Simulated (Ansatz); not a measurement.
**What pressure 1.5 GPa does to Zr3N4**

The reference is Zr₃N₄ (space group I-43d, No. 220; a = 6.7027 Å).

One thing is altered: a hydrostatic pressure of 1.5 GPa.

Calculations: PBEsol (Ansatz, a quantum-chemistry and plane-wave program, PAW, spin-orbit coupling left out). Γ-centred 6×6×6 mesh, Fermi–Dirac width 0.05 eV.

The volume per atom shrinks by 0.06 Å³ (10.75 Å³ → 10.69 Å³) and the density increases by 0.044 g/cm³ to 7.32 g/cm³. The lattice parameter a falls by 0.0133 Å to 6.689 Å and the shortest interatomic distance hardly moves (2.232 Å against 2.231 Å). The enthalpy H = E + PV relative to the base's energy comes out as +0.10 eV/atom and the band gap goes up by 0.022 eV, from 0.75 eV to 0.78 eV. The gap character is still direct at Γ and the electron mass (degenerate bands, along [100]) becomes 0.29, 0.42 mₑ (at Γ) (base: 0.30, 0.42 mₑ (at Γ)).

Final structure:

```yaml
crystal:
  lattice:
    - [-3.34468, 3.34468, 3.34468]
    - [3.34468, -3.34468, 3.34468]
    - [3.34468, 3.34468, -3.34468]
  atoms:
    - { symbol: Zr, position: [0.87500, 0.12500, 0.75000] }
    - { symbol: Zr, position: [0.62500, 0.37500, 0.25000] }
    - { symbol: Zr, position: [0.75000, 0.87500, 0.12500] }
    - { symbol: Zr, position: [0.25000, 0.62500, 0.37500] }
    - { symbol: Zr, position: [0.12500, 0.75000, 0.87500] }
    - { symbol: Zr, position: [0.37500, 0.25000, 0.62500] }
    - { symbol: N, position: [0.64268, 0.64268, 0.64268] }
    - { symbol: N, position: [0.35732, 0.50000, 0.00000] }
    - { symbol: N, position: [0.50000, 0.00000, 0.85732] }
    - { symbol: N, position: [0.00000, 0.35732, 0.50000] }
    - { symbol: N, position: [0.85732, 0.50000, 0.00000] }
    - { symbol: N, position: [0.14268, 0.14268, 0.14268] }
    - { symbol: N, position: [0.00000, 0.85732, 0.50000] }
    - { symbol: N, position: [0.50000, 0.00000, 0.35732] }
```

Load acts through the strain it causes; cell and atoms are relaxed under it. Effective masses come from finite differences of ±0.01 Å⁻¹. No phonon test of stability was made.
